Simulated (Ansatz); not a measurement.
Base system: Zr in the hcp (Mg type) structure (space group P6_3/mmc, No. 194; a = 3.182 Å, c = 5.124 Å; relaxed with 0.1 eV smearing).

All numbers come from PBEsol (Ansatz, an electronic-structure program, PAW, no spin-orbit coupling).

For the base:

The pressure is 0.0 GPa.

The change: every lattice vector is stretched by 2.23 %, atoms relaxed at fixed cell.

**Question.** Predict the new energy relative to the base and pressure.

**Answer.** The energy rises by 29 meV/atom; the pressure (mean of the normal stresses, compression positive) goes from zero to -5.9 GPa.

The cells carry an imposed strain or load. No phonon test of stability was made. All final runs are without spin polarisation.
